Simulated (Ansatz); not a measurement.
A working Ansatz (a quantum-chemistry and plane-wave program) input for Bi₂Pd (C2/m, 6 atoms in the cell) (DFT, PBEsol, plane waves, default PAW files made with PBE):

Ansatz 0.2 input:
```yaml
crystal:
  lattice:
    - [6.370000, -2.125000, 0.000000]
    - [6.370000, 2.125000, 0.000000]
    - [-1.233852, 0.000000, 5.528999]
  atoms:
    - { symbol: Bi, position_ang: [1.591374, -0.000000, 1.774809] }
    - { symbol: Bi, position_ang: [9.914774, 0.000000, 3.754190] }
    - { symbol: Bi, position_ang: [6.356094, -0.000000, 4.401083] }
    - { symbol: Bi, position_ang: [5.150054, -0.000000, 1.127916] }
    - { symbol: Pd, position_ang: [1.867481, 0.000000, 4.533779] }
    - { symbol: Pd, position_ang: [9.638667, -0.000000, 0.995220] }
basis:
  ecutwfc: 420.0
kpoints:
  mp_grid:
    grid: [6, 6, 5]
hamiltonian:
  xc: pbesol
  pseudopotentials:
    kind: paw
scf:
  occupations:
    method: methfessel_paxton
    width: 0.2
output:
  forces: true
  eigenvalues: true
  stress: true
```

The run converged in 7 iterations: free energy E − TS (on the zero of these files) -62782.8548 eV; Fermi level (on the code's own zero) 13.70 eV; pressure -0.11 GPa; largest force (vector length) 0.524 eV/Å. Each of these slips is then made, one at a time:

(1)
```diff
-    - { symbol: Bi, position_ang: [1.591374, -0.000000, 1.774809] }
-    - { symbol: Bi, position_ang: [9.914774, 0.000000, 3.754190] }
-    - { symbol: Bi, position_ang: [6.356094, -0.000000, 4.401083] }
-    - { symbol: Bi, position_ang: [5.150054, -0.000000, 1.127916] }
-    - { symbol: Pd, position_ang: [1.867481, 0.000000, 4.533779] }
-    - { symbol: Pd, position_ang: [9.638667, -0.000000, 0.995220] }
+    - { symbol: Bi, position: [1.591374, 0.000000, 1.774809] }
+    - { symbol: Bi, position: [9.914774, 0.000000, 3.754190] }
+    - { symbol: Bi, position: [6.356094, 0.000000, 4.401083] }
+    - { symbol: Bi, position: [5.150054, 0.000000, 1.127916] }
+    - { symbol: Pd, position: [1.867481, 0.000000, 4.533779] }
+    - { symbol: Pd, position: [9.638667, 0.000000, 0.995220] }
```

Question: How does each altered input end?

Answer: 
(1) Fractional and Cartesian coordinates mixed up. The run converged in 11 iterations without an error; against the sound input the free energy rises by 46.7 eV/atom, the pressure goes from -0.11 to 554.8 GPa and the largest force goes from 0.524 to 543.0 eV/Å.

The starting cell comes from a database of published, mostly measured structures (it also holds non-ambient and calculated ones), without a prior relaxation at this level. Spin polarisation is off. Ansatz's pressure includes its estimate of the finite-basis (Pulay) stress.
